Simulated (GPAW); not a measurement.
Worked example: self-consistent single point of CaZn (P1, 2 atoms in the cell) in GPAW.

Computed with PBEsol, GPAW PAW datasets PBEsol (made by gpaw-setup) (plane waves; GPAW).

The change in words: lattice scaled by 0.98. Reference geometry:
```xyz
2
Lattice="1.9590 1.1310 4.2971 -1.9590 1.1310 4.2971 0.0000 -2.2620 4.2971" Properties=species:S:1:pos:R:3 pbc="T T T"
Ca    -0.0020     0.0062    -0.0510
Zn     0.0020    -0.0062     6.4966
```

Reference input (self-consistent single point, DFT PBEsol, plane waves, GPAW PAW datasets PBEsol (made by gpaw-setup)): mode = pw; ecut = 800 eV; xc = PBEsol; kpts = 7 7 7; mesh shift (steps) = 0 0 0; occupations.name = methfessel-paxton; occupations.width = 0.2 eV; occupations.order = 0; nbands = -10; convergence.forces = 0.001 eV/Å; symmetry.symmorphic = false; symmetry.tolerance = 0.0005. This run's input differs from it in these lines:

```diff
@@ -5,5 +5,5 @@
 atoms = Atoms(['Ca', 'Zn'],
-              cell=[[1.958990, 1.131023, 4.297053],
-                    [-1.958990, 1.131023, 4.297053],
-                    [0.000000, -2.262047, 4.297053]],
+              cell=[[1.919810, 1.108403, 4.211112],
+                    [-1.919810, 1.108403, 4.211112],
+                    [0.000000, -2.216806, 4.211112]],
               scaled_positions=[[-0.003571, -0.002535, -0.005774],
```

The program printed (abridged):

```
     iter     time        total  log10-change:
                         energy   eigst   dens  force
iter:   1 --:--:--    -3.810556
iter:   2 --:--:--    -3.920755   -0.58  -1.62
iter:   3 --:--:--    -3.865607   -1.79  -1.66
iter:   4 --:--:--    -3.907572   -1.34  -1.76
iter:   5 --:--:--    -3.926457   -2.50  -2.08
iter:   6 --:--:--    -3.836104   -1.80  -2.18
iter:   7 --:--:--    -3.836878   -3.10  -2.74
iter:   8 --:--:--    -3.842302c  -3.05  -2.73
iter:   9 --:--:--    -3.837215c  -3.55  -2.71
iter:  10 --:--:--    -3.837284c  -5.01  -2.91
iter:  11 --:--:--    -3.837674c  -5.44  -2.93
iter:  12 --:--:--    -3.836645c  -4.19  -2.95
   [... lines left out ...]
iter:  19 --:--:--    -3.835858c  -5.73  -3.67
iter:  20 --:--:--    -3.835850c  -6.71  -3.75
iter:  21 --:--:--    -3.835849c  -4.99  -3.78
iter:  22 --:--:--    -3.835835c  -6.16  -3.99
iter:  23 --:--:--    -3.835849c  -5.67  -4.17c
iter:  24 --:--:--    -3.835846c  -7.18  -4.32c
iter:  25 --:--:--    -3.835847c  -8.36c -4.50c
iter:  26 --:--:--    -3.835844c  -7.18  -4.55c
iter:  27 --:--:--    -3.835846c  -6.68  -4.74c
iter:  28 --:--:--    -3.835844c  -7.54c -4.53c -2.51
iter:  29 --:--:--    -3.835845c  -7.14  -4.91c
iter:  30 --:--:--    -3.835846c  -8.54c -4.96c -2.74
iter:  31 --:--:--    -3.835846c  -8.38c -5.11c -3.48c
Converged after 31 iterations.

Dipole moment: (0.039500, -0.119649, 0.976805) |e|*Ang

Energy contributions relative to reference atoms: (reference = -67310.298189)

Kinetic:         -0.742810
Potential:       +4.479548
External:        +0.000000
XC:              -6.980764
Entropy (-ST):   -0.030511
Local:           -0.576564
SIC:             +0.000000
--------------------------
Free energy:     -3.851101
Extrapolated:    -3.835846

Showing only first 2 kpts
 Kpt  Band  Eigenvalues  Occupancy
  0     9     -2.12936    2.00000
  0    10      5.24928    0.00000
  0    11      6.32774    0.00000
  0    12      7.03065    0.00000

  1     9     -1.81330    2.00000
  1    10      5.16158    0.00000
  1    11      6.06874    0.00000
  1    12      6.56585    0.00000

Fermi level: 4.07763

No gap
No difference between direct/indirect transitions
Energy (eV): -3.835846

Forces in eV/Ang:
  0 Ca    0.00770   -0.02316    0.30293
  1 Zn   -0.00770    0.02317   -0.30323

Stress tensor:
    -0.005902     0.000049    -0.000064
     0.000049    -0.005605     0.000164
    -0.000064     0.000164    -0.000016
Stress (GPa, Voigt): [-0.9456 -0.898  -0.0026  0.0262 -0.0103  0.0078]
```

The run converged in 31 iterations. GPAW prints stress with tension positive. Against the reference run the free energy falls by 3.0 meV/atom, the pressure goes from -1.12 to 0.62 GPa and the largest force goes from 0.253 to 0.304 eV/Å.

The starting cell comes from a database of computed structures (which also holds hypothetical and non-ambient phases and stackings), without a prior relaxation at this level. Its atoms were displaced at random from the sites of space group no. 166. For this run, on top of that: lattice scaled by 0.98.

Cost on one core of a shared machine: roughly 4 min.
